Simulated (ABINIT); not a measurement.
Band structure of KMgH₃ (Pm-3m, 5 atoms in the cell).

```
CELL_PARAMETERS angstrom
      3.98810     0.00000     0.00000
      0.00000     3.98810     0.00000
      0.00000     0.00000     3.98810
ATOMIC_POSITIONS crystal
  K  0.00000 0.00000 0.00000
  Mg 0.50000 0.50000 0.50000
  H  0.50000 0.00000 0.50000
  H  0.00000 0.50000 0.50000
  H  0.50000 0.50000 0.00000
```

Method of the run: LDA (PW92), PAW (JTH v2.0 LDA PAW) (plane waves; ABINIT).

Settings: pseudos = [K.LDA_PW-JTH.xml, Mg.LDA_PW-JTH.xml, H.LDA_PW-JTH.xml]; ecut = 30 Ha; pawecutdg = 60 Ha; pawxcdev = 0; ixc = 7; occopt = 1; ngkpt = 4 4 4; nshiftk = 1; shiftk = 0 0 0; potentials = JTH v2.0 LDA PAW; kptopt = 1; nstep = 50; tolvrs1 = 1e-11.

The starting cell comes from a database of computed structures (which also holds hypothetical and non-ambient phases and stackings), without a prior relaxation at this level.

Problem. Predict the gap along the standard path and the places of the band edges.

Solution. The gap along the path is 2.15 eV, from X to R; the smallest direct gap on it is 4.35 eV.

Levels in eV from the top of the valence band on the SCF mesh, bands 8 to 14:
```tsv
point	8	9	10	11	12	13	14
Γ	-12.39	-5.72	-0.51	-0.51	5.59	5.59	5.59
X	-12.36	-3.96	-2.93	0.00	5.10	5.10	5.54
M	-12.34	-3.07	-2.01	-2.01	3.28	6.18	6.62
R	-12.54	-2.20	-2.20	-2.20	2.15	5.44	5.44
```
